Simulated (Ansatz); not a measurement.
# What pressure −1 GPa does to ZnS

Consider ZnS in the zinc blende structure (space group F-43m, No. 216; a = 5.357 Å).

It is then changed as follows: a negative pressure, −1 GPa.

Computed with PBEsol (Ansatz, a program for electronic structure, PAW, no spin-orbit coupling). Γ-centred 11×11×11 mesh, Fermi–Dirac width 0.05 eV.

```csv
quantity,base,changed,shift
volume per atom,19.21 Å³,19.46 Å³,+0.25 Å³
density,4.21 g/cm³,4.16 g/cm³,-0.05 g/cm³
lattice parameter a,10.123 bohr,10.166 bohr,+0.043 bohr
band gap,2.09 eV,2.03 eV,-0.055 eV
gap character,direct at Γ,direct at Γ,–
width of the top valence band,2.86 eV,2.81 eV,-0.05 eV
electron mass,0.17 mₑ (at Γ),0.16 mₑ (at Γ),–
"hole mass (degenerate bands, along [100])","0.18, 0.68, 0.68 mₑ (at Γ)","0.18, 0.67, 0.67 mₑ (at Γ)",–
"valley order (the lowest conduction-band minima on the path, energy above the VBM, named in the base's zone)",Γ 2.09 eV; X along ⟨100⟩ 3.17 eV; L along ⟨111⟩ 3.24 eV,Γ 2.03 eV; X along ⟨100⟩ 3.20 eV; L along ⟨111⟩ 3.21 eV,–
```

Cost of the whole job for the changed cell (relaxation, final SCF and bands): around 13 core-seconds (rough).

Load acts through the strain it causes; cell and atoms are relaxed under it. Masses are band curvatures over ±0.01 Å⁻¹ around the edge. Stability against distortions was not tested.
